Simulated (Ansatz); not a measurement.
The starting structures come from a database of crystals and need not be the phases stable at ambient conditions.

 Where the default PAW files enter, the runs use the earlier of Ansatz's two default sets.

**Evanescent states of ZnF2 (P4_2/mnm, rutile, not sure to be the ambient phase, 6 atoms a cell, 11.5 Å³ an atom) along the normal of (110)**

These are r2SCAN (plane waves, PAW; Ansatz, a quantum-chemistry and plane-wave program) values and carry that method's errors.

The gap is the functional's own, uncorrected, and κ follows it; spin-orbit coupling is left out. Mid-gap values are interpolated between the computed energies.

Energies count from the valence-band top; κ is the least over a 10×6 mesh across the current.

| E (eV) | κ (1/Å) | where |
|---|---|---|
| 0.10 | 0.175 | off Γ |
| 0.30 | 0.255 | off Γ |
| 0.50 | 0.313 | off Γ |
| 0.70 | 0.360 | off Γ |
| 0.90 | 0.400 | off Γ |
| 1.10 | 0.435 | off Γ |
| 1.30 | 0.467 | off Γ |
| 1.50 | 0.495 | off Γ |
| 1.70 | 0.483 | Γ |
| 1.90 | 0.467 | Γ |
| 2.10 | 0.451 | Γ |
| 2.30 | 0.434 | Γ |
| 2.50 | 0.416 | Γ |
| 2.70 | 0.396 | Γ |
| 2.90 | 0.374 | Γ |
| 3.10 | 0.350 | Γ |
| 3.30 | 0.322 | Γ |
| 3.50 | 0.290 | Γ |
| 3.70 | 0.252 | Γ |
| 3.90 | 0.205 | Γ |
| 4.10 | 0.139 | Γ |

Q: How thick must the barrier be to attenuate the transmission by 10^4 when the electrodes' Fermi level lies at 1.90 eV, and what attenuation does that film give at 0.30 eV?

A: d = 4 ln 10 / (2 × 0.467) = 9.9 Å. At 0.30 eV it gives 4 × 0.255/0.467 = 2.2 decades.
